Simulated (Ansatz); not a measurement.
## Ti3Al, pressure series

The reference is Ti3Al (space group P6_3/mmc, No. 194; a = 5.755 Å, c = 4.655 Å).

Cell and atoms are relaxed at each pressure.

Levels (all Ansatz, a program for electronic structure, PAW, earlier PAW set): PBE (420 eV, without spin-orbit coupling); r2SCAN (500 eV, no spin-orbit coupling).

The base cell above is that of PBE; each level relaxes its own structures.

| case | c/a ratio, PBE | c/a ratio, r2SCAN |
|---|---|---|
| pressure −2 GPa | 0.808 | 0.805 |
| pressure −1 GPa | 0.808 | 0.806 |
| pressure 1.8 GPa | 0.809 | 0.806 |
| pressure 4.2 GPa | 0.810 | 0.807 |
| pressure 9 GPa | 0.811 | 0.808 |
| pressure 18 GPa | 0.814 | 0.810 |
| pressure 30 GPa | 0.816 | 0.813 |
| pressure 45 GPa | 0.818 | 0.816 |
| pressure 60 GPa | 0.819 | 0.817 |

PBE lies above r2SCAN in every row, by 0.002 to 0.003. Near ties aside, they put the cases in the same order.

Load acts through the strain it causes; cell and atoms are relaxed under it. No phonon test of stability was made. Competing high-pressure phases were not computed. The final runs are not spin-polarised.
